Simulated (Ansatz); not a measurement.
Results of PBEsol (plane waves, PAW; Ansatz, an electronic-structure program) for LaHfNO2 (model structure, started from the LaTiNO2 type, I2₁2₁2₁, No. 24, 10 atoms in the cell).

Run with plane-wave cutoff 520 eV, 8×8×8 k mesh, Fermi–Dirac smearing 0.01 eV, scalar-relativistic PAW data made under PBE.

Cell (relaxed with PBEsol):

Space group I2₁2₁2₁ (No. 24); a = 5.8282 Å, b = 5.8303 Å, c = 8.0513 Å, α = β = γ = 90.00°

```csv
atom,site,symmetry,x,y,z
La,4b,.2.,0.2500,0.5208,0.0000
Hf,4a,2..,0.2650,0.0000,0.2500
N,4c,..2,0.0000,0.2500,0.6869
O,4b,.2.,0.2500,0.1067,0.0000
O,4c,..2,0.0000,0.2500,0.3075
```
(The calculation used a cell of 10 atoms; values per cell refer to that cell.)

**Question.** What does this level give for the band gap, smallest direct gap on the k points sampled and Γ–Γ gap?

**Answer.** 
band gap: 2.39 eV
smallest direct gap on the k points sampled: 2.60 eV
Γ–Γ gap: 2.83 eV

Note: the relaxation could raise the start's symmetry but not lower it, so the cell can be a saddle point.

Spin–orbit coupling is not included.

Computed values are for the static lattice.

Computing time: roughly 100 core-seconds.

A model structure was made by putting elements into a prototype or built by hand; it is no filed structure, need not be a known phase, and can be a saddle point held by its symmetry.
